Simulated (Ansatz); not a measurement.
GeSe (Fm-3m, No. 225, 2 atoms in the cell; start mp-10759; a measured phase of this formula has another space group)

All values below come from PBE0 in Ansatz (PAW).

Settings: plane-wave cutoff 460 eV, 8×8×8 k mesh, Fermi–Dirac smearing 0.01 eV, scalar-relativistic PAW data made under PBE.

Cell (relaxed with PBEsol):

```xyz
2
Lattice="0.0000 2.7805 2.7805 2.7805 0.0000 2.7805 2.7805 2.7805 0.0000" Properties=species:S:1:pos:R:3 pbc="T T T"
Ge     0.0000     0.0000     0.0000
Se     2.7805     2.7805     2.7805
```

```json
{
  "band_gap": "0.53 eV (on the SCF k mesh) (direct)",
  "direct gap at Γ": "8.46 eV"
}
```

Note: cell and atoms aren't relaxed at this level (pressure 2.4 GPa).

Spin–orbit coupling is not included.

A start named mp-… is a Materials Project structure, which need not be a measured phase.

Ansatz is a program for electronic structure.
